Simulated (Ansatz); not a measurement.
# PdIn (model structure, within 0.1 Å of Pm-3m, No. 221, 2 atoms in the cell)

Level of theory: PBEsol in Ansatz (PAW).

Numerical settings: plane-wave cutoff 520 eV, 18×18×14 k mesh (along the axes of the cell as run), Fermi–Dirac smearing 0.05 eV, scalar-relativistic PAW data made under PBE.

Cell (relaxed at this level):

```
InPd
1.0
    3.24608     0.00000     0.00000
    0.00000     3.24608     0.00000
    0.00000     0.00000     3.24883
In Pd
1 1
Direct
  0.50000   0.50000   0.50000
  0.00000   0.00000   0.00000
```

| Quantity | Value |
|---|---|
| band gap | zero (no gap) |
| bulk modulus B0 | 137 GPa |

Note: the bulk modulus is −V dP/dV from two relaxed cells at ±2 % in volume.

Spin–orbit coupling is not included.

Cost on a shared machine: roughly 80 core-seconds.

A model structure was made by putting elements into a prototype or built by hand; here it ended with the formula and space group of a phase in our tables.

Ansatz is a first-principles code.
